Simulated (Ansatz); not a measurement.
Take Bi2Te3 in the Bi2Te3 type structure (space group R-3m, No. 166; a = 4.3871 Å, c = 30.2858 Å (hexagonal axes)) as the base.

Computed with Ansatz (a first-principles code), PBE-D3(BJ), PAW, cutoff 420 eV, no SOC.

Modification: every Te is replaced by Se, then cell and atoms are relaxed.

Measured lattice parameter a: Bi2Te3 4.386 Å (temperature not stated; as listed in Xin Luo, Michael B. Sullivan, Su Ying Quek, Physical Review B (2012)); Bi2Se3 4.143 Å (temperature not stated; as listed in Xin Luo, Michael B. Sullivan, Su Ying Quek, Physical Review B (2012)).

Problem. How well does PBE-D3(BJ) reproduce the measured shift?

Solution. With PBE-D3(BJ) the lattice parameter a moves by -0.243 Å (4.387 → 4.144) against -0.243 Å measured.

No phonon test of stability was made.
